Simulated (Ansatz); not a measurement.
The reference is GaN in the NiAs type structure (space group P6_3/mmc, No. 194; a = 2.969 Å, c = 5.041 Å; a model cell, its experimental status unchecked).

Levels (all Ansatz, a program for electronic structure, PAW): PBEsol (420 eV, without spin-orbit coupling); r2SCAN (500 eV, no SOC); HSE06 (420 eV, no SOC).

At the geometry relaxed with PBEsol, these levels gave the following band gaps, in shuffled order: (a) 1.88 eV, (b) 1.21 eV, (c) 2.64 eV.

Q: Match each gap to its level.

A: (a) r2SCAN; (b) PBEsol; (c) HSE06.

Single points use the geometry relaxed with PBEsol. HSE06 was sampled on its mesh, a few special points and the semilocal edge points, so its gap is an upper bound. Stability against distortions was not tested. This is not the structure that GaN has at room temperature and ambient pressure.
